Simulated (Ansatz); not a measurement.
**BAs: pressure series**

Take BAs in the zinc blende structure (space group F-43m, No. 216; a = 4.7839 Å) as the base.

Cell and atoms are relaxed at each pressure.

All numbers come from plane-wave PAW DFT at the r2SCAN level (Ansatz, a program for electronic structure, 500 eV), without spin-orbit coupling.

Notes on the quantities. hole mass: degenerate bands, along [100].

```tsv
change	volume per atom	smallest direct gap	hole mass
base	13.69 Å³	3.44 eV	0.21, 0.22, 0.22 mₑ (at Γ)
pressure −2 GPa	13.89 Å³	3.42 eV	0.20, 0.22, 0.22 mₑ (at Γ)
pressure −1 GPa	13.78 Å³	3.43 eV	0.21, 0.22, 0.22 mₑ (at Γ)
pressure 0.3 GPa	13.66 Å³	3.44 eV	0.22 mₑ (at Γ)
pressure 0.7 GPa	?	3.44 eV	0.22 mₑ (at Γ)
pressure 1.5 GPa	13.54 Å³	3.45 eV	0.22 mₑ (at Γ)
pressure 3 GPa	13.41 Å³	?	0.22 mₑ (at Γ)
pressure 5 GPa	13.24 Å³	3.48 eV	?
pressure 7.5 GPa	13.04 Å³	3.49 eV	0.21, 0.21, 0.23 mₑ (at Γ)
pressure 10 GPa	12.85 Å³	?	0.21, 0.21, 0.23 mₑ (at Γ)
```

Question: Fill in the withheld entries from the trend.

Answer: 
- pressure 0.7 GPa, volume per atom: 13.62 Å³
- pressure 3 GPa, smallest direct gap: 3.46 eV
- pressure 5 GPa, hole mass: 0.21, 0.21, 0.22 mₑ (at Γ)
- pressure 10 GPa, smallest direct gap: 3.51 eV

Load acts through the strain it causes; cell and atoms are relaxed under it. Effective masses come from finite differences of ±0.01 Å⁻¹. No phonon test of stability was made. Competing high-pressure phases were not computed.
